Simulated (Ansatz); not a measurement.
```
CELL_PARAMETERS angstrom
      6.18609    -0.00015     0.01592
      0.00003     4.37413     0.03052
     -0.10856     1.75443    25.00575
ATOMIC_POSITIONS crystal
  C  0.92846 0.59920 0.08539
  C  0.26038 0.26530 0.08765
  C  0.59245 0.93138 0.08646
  C  0.01408 0.27246 0.08689
  C  0.34547 0.93687 0.08742
  C  0.68173 0.60921 0.08556
  C  0.26009 0.78862 0.03787
  C  0.58078 0.42801 0.04485
  C  0.92464 0.11697 0.03966
  C  0.34953 0.45890 0.03891
  C  0.67983 0.13376 0.03773
  C  0.02600 0.81165 0.04201
  C  0.59620 0.89058 0.18818
  C  0.92946 0.55763 0.18801
  C  0.26297 0.22393 0.18856
  C  0.67991 0.55785 0.18812
  C  0.01295 0.22451 0.18831
  C  0.34631 0.89090 0.18848
  C  0.92939 0.08091 0.13772
  C  0.26251 0.74614 0.13805
  C  0.59518 0.41109 0.13791
  C  0.01352 0.74864 0.13768
  C  0.34569 0.41280 0.13807
  C  0.67912 0.07952 0.13741
  C  0.26379 0.17961 0.28947
  C  0.59704 0.84635 0.28933
  C  0.93039 0.51307 0.28925
  C  0.34705 0.84632 0.28944
  C  0.68046 0.51308 0.28936
  C  0.01376 0.17976 0.28932
  C  0.59659 0.36828 0.23881
  C  0.93001 0.03552 0.23880
  C  0.26341 0.70193 0.23894
  C  0.68007 0.03522 0.23877
  C  0.01344 0.70240 0.23872
  C  0.34669 0.36850 0.23898
  C  0.93111 0.46830 0.39024
  C  0.26455 0.13498 0.39052
  C  0.59779 0.80214 0.39038
  C  0.01456 0.13510 0.39029
  C  0.34783 0.80183 0.39049
  C  0.68119 0.46870 0.39061
  C  0.26411 0.65737 0.33994
  C  0.59740 0.32400 0.33998
  C  0.93083 0.99081 0.33979
  C  0.34749 0.32404 0.34000
  C  0.68080 0.99079 0.33986
  C  0.01410 0.65750 0.33978
  C  0.59783 0.75887 0.49128
  C  0.93148 0.42242 0.49069
  C  0.26592 0.09021 0.49170
  C  0.68209 0.42535 0.49238
  C  0.01537 0.08984 0.49125
  C  0.34826 0.75736 0.49170
  C  0.93167 0.94591 0.44065
  C  0.26470 0.61270 0.44105
  C  0.59793 0.27940 0.44135
  C  0.01493 0.61286 0.44067
  C  0.34834 0.27962 0.44123
  C  0.68141 0.94645 0.44089
  C  0.25527 0.03144 0.58790
  C  0.59561 0.71989 0.58996
  C  0.92664 0.36337 0.58657
  C  0.35349 0.73027 0.58977
  C  0.69372 0.40093 0.59846
  C  0.01558 0.04839 0.59068
  C  0.59960 0.23337 0.54353
  C  0.92862 0.89795 0.54133
  C  0.26400 0.56395 0.54304
  C  0.68303 0.90450 0.54182
  C  0.01526 0.56792 0.54198
  C  0.35107 0.24091 0.54392
  N  0.65261 0.28689 0.65669
  N  0.15915 0.31705 0.67326
  N  0.41003 0.79108 0.72219
  N  0.90876 0.78818 0.72205
  N  0.16092 0.26371 0.78314
  N  0.66020 0.26147 0.78244
  N  0.91041 0.73594 0.84049
  N  0.41215 0.73628 0.84029
  N  0.65650 0.20906 0.90318
  N  0.16255 0.20741 0.90417
  N  0.41307 0.69664 0.94869
  N  0.91581 0.67488 0.95630
  Ti 0.40064 0.29217 0.72213
  Ti 0.92135 0.28526 0.72180
  Ti 0.65759 0.82840 0.66817
  Ti 0.16189 0.81691 0.66488
  Ti 0.91133 0.23554 0.84019
  Ti 0.41028 0.23535 0.84306
  Ti 0.16002 0.76186 0.78157
  Ti 0.66005 0.75991 0.78250
  Ti 0.40920 0.17020 0.96648
  Ti 0.90717 0.19592 0.95615
  Ti 0.65761 0.71078 0.90380
  Ti 0.16523 0.70577 0.90348
```

The first 72 atoms are the substrate (C-dia), the rest the film (TiN-rs).

All values below come from PBE (plane waves to 420 eV, PAW; Ansatz, a first-principles code). Spin–orbit coupling is left out; the runs are not spin-polarised; PBE gaps are too small against experiment. Its k-point mesh 4×6×1, Fermi–Dirac width 0.05 eV.

Describe the bonding at the interfaces and give the barriers.

A periodic stack without vacuum, rock-salt TiN (1 1 0) on diamond (1 1 0) (film strained to the substrate, started from cuts of the bulks and a machine-learned relaxation): substrate slab C72, film N12Ti12, surface cells [[-1, 2], [-1, -1]] and [[0, 2], [-1, 0]], film strained by +3.0 and +3.0 %, outermost planes C/C and NTi/NTi as cut, which need not be the usual terminations and can put a slab off its formula.
The interface area is 27.1 Å² and the period comes out as 24.99 Å. The gaps between the outermost planes at the two interfaces is 1.46 and 1.78 Å and the C–Ti contacts across the interfaces within 1.22 times the sum of covalent radii comes out as 13, mean 2.41 Å. The C–N contacts across the interfaces within 1.22 times the sum of covalent radii is 1, mean 1.53 Å and the hole barrier (PBE, at the middle of a substrate layer that carries a field) is 0.91 eV. The electron barrier (PBE, at the middle of a substrate layer that carries a field) is 3.22 eV and the slope of the mean potential energy in the substrate comes out as +1.8 MV/cm × e.
